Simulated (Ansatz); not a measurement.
# W, pressure series

Start from W in the bcc (W type) structure (space group Im-3m, No. 229; a = 3.1835 Å).

Cell and atoms are relaxed at each pressure.

All numbers come from plane-wave PAW DFT at the PBE level (Ansatz, an electronic-structure program, 420 eV), spin-orbit coupling left out.

Notes on the quantities. enthalpy: H = E + PV relative to the base's energy.

```csv
variant,lattice parameter a,enthalpy
base,6.016 bohr,–
pressure −2 GPa,6.029 bohr,-0.20 eV/atom
pressure −1 GPa,6.023 bohr,-0.10 eV/atom
pressure 0.9 GPa,6.010 bohr,+0.09 eV/atom
pressure 2.1 GPa,6.002 bohr,+0.21 eV/atom
pressure 4.5 GPa,5.987 bohr,+0.45 eV/atom
pressure 9 GPa,5.960 bohr,+0.89 eV/atom
pressure 15 GPa,5.927 bohr,+1.48 eV/atom
pressure 22.5 GPa,5.888 bohr,+2.19 eV/atom
pressure 30 GPa,5.852 bohr,+2.89 eV/atom
```

Load acts through the strain it causes; cell and atoms are relaxed under it. No phonon test of stability was made. No other phases were tried under pressure. All final runs are without spin polarisation.
